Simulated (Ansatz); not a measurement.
The reference is La2S3 (space group P-3m1, No. 164; a = 4.622 Å, c = 6.906 Å; a hypothetical phase, not in the database extracts checked). Axes: x lies along a and z along c of the hexagonal cell.

The values are results of PBEsol in Ansatz (plane waves to 420 eV, PAW, no SOC), not measurements.

Perturbation: the cell is stretched by 1.21 % along z with no lateral relaxation, atoms relaxed at fixed cell.

**Question.** Predict the stress tensor and what it implies for the stiffness.

**Answer.** Stress of the strained cell less that of the base (GPa, compression positive):
```
  -0.61    0.00    0.00
   0.00   -0.61    0.00
   0.00    0.00   -0.68
```

Then −Δσ_ii/ε with ε = 0.0121 gives secant stiffness values (nonlinear terms included at this strain): C33 ≈ 56 GPa, C13 ≈ 50 GPa and C23 ≈ 50 GPa.

Whether these cells are dynamically stable was not tested.

Ansatz is an electronic-structure program.
